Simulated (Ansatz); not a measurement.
Take CdSe in the wurtzite structure (space group P6_3mc, No. 186; a = 4.383 Å, c = 7.155 Å) as the base.

All numbers come from PBE (Ansatz, an electronic-structure program; PAW; 420 eV plane waves; no spin-orbit coupling), earlier PAW set.

For the base:

```
Property                            Value
-----------------------------  ----------
Width of the top valence band     1.56 eV
Density                        5.34 g/cm³
```

It is then changed as follows: cell and atoms relaxed at a pressure of 4.2 GPa.

Predict the new mean gap deformation potential ΔEg/Δln V, width of the top valence band and density.

The mean gap deformation potential ΔEg/Δln V amounts to -2.1 eV; the width of the top valence band increases by 0.235 eV (1.56 eV → 1.79 eV); the density rises by 0.435 g/cm³ to 5.77 g/cm³.

Load acts through the strain it causes; cell and atoms are relaxed under it. Whether these cells are dynamically stable was not tested. Measured, CdSe leaves this structure (for rock salt) near 2.72 GPa (temperature not stated; as listed in Datta, Sujoy, Jana, Debnarayan, arXiv (2020)), on rising pressure, with hysteresis.
